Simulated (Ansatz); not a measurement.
Some atoms of an NVE trajectory of Al (fcc), cell Al32, with the crystal as the starting point, held near 7 GPa [in the run: it stayed crystalline; mean temperature 309 K (target 300 K); density 2.94 g/cm³, volume -8 % from the start crystal's]; time step 2.0 fs, velocity Verlet. Computed with r2SCAN (plane waves, PAW; Ansatz, a quantum-chemistry and plane-wave program). On the run's last frame a denser k-mesh moved the forces by 0.074 eV/Å rms, the static pressure by -0.75 GPa and the free energy by -64 meV/atom, which is about how far such values are converged.

```tsv
atom	mass (u)	x y z (Å)	v (Å/fs)	F (eV/Å)
Al5	26.982	0.13699 0.33562 3.83444	-0.000322 -0.000440 0.003007	0.7849 -0.4234 0.7961
Al12	26.982	2.19765 6.26276 -0.04837	-0.002483 -0.004239 -0.005663	0.4690 0.2571 0.3741
Al13	26.982	0.21391 4.12078 4.15132	0.003639 -0.001485 -0.003892	0.5953 0.1013 -0.5396
Al32	26.982	6.23539 6.11253 4.03668	0.006753 -0.001956 -0.002267	-0.2584 0.2013 -0.7933
```

Task: Give their positions one step later.

Result: x' = x + vΔt + FΔt²/(2m), with 1 eV/(Å·u) = 0.0096485 Å/fs².
```tsv
atom	x' y' z' (Å)
Al5	0.13691 0.33444 3.84102
Al12	2.19302 6.25447 -0.05943
Al13	0.22161 4.11788 4.14316
Al32	6.24871 6.10876 4.03158
```
